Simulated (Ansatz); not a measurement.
**The (110) surface of rutile IrO2 in its 1x1 cell (cut with top plane 2 Ir + 2 O, bottom plane 2 Ir + 2 O), outermost plane spacing 1.23 Å in the ideal cut (one of several cuts of this face), with 1 Ir a cell over the bulk's ratio**

Method: PBE (plane waves to 420 eV, PAW; Ansatz, a quantum-chemistry and plane-wave program).

Set-up: 22 atoms, Ir8O14, 9.6 Å thick at the start (thin: gaps and levels are the slab's own); mesh 12x6x1; 0.1 eV smearing; dipole correction on; all atoms relaxed; held to the start's symmetry, so lower structures may exist; no spin, no spin-orbit, no U.

```json
{
 "work_function_of_the_top_face": "4.45 eV",
 "energy_released_by_relaxation": "0.36 eV",
 "cost": "around 6 core-minutes (rough)"
}
```
